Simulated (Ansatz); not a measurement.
**SnSe2: pressure series**

Base system: SnSe₂ in the CdI2 type structure (space group P-3m1, No. 164; a = 3.826 Å, c = 6.231 Å; layered, stacked along the Cartesian z axis).

Cell and atoms are relaxed at each pressure.

Method: DFT with r2SCAN+rVV10, PAW potentials and a 500 eV plane-wave cutoff in Ansatz (a first-principles code), without spin-orbit coupling.

Candidates:
(a) pressure 0.9 GPa
(b) pressure 15 GPa
(c) pressure 4.5 GPa
(d) pressure −1 GPa
(e) pressure 22.5 GPa

Before the change:

- c/a ratio = 1.629

Task: Order them by c/a ratio, lowest first.

Result: (e) pressure 22.5 GPa (1.465), (b) pressure 15 GPa (1.476), (c) pressure 4.5 GPa (1.536), (a) pressure 0.9 GPa (1.598), (d) pressure −1 GPa (1.704)

The mesh was chosen for an insulator and is coarse for the gapless case. Load acts through the strain it causes; cell and atoms are relaxed under it. No phonon test of stability was made. Competing high-pressure phases were not computed. The final runs are not spin-polarised.
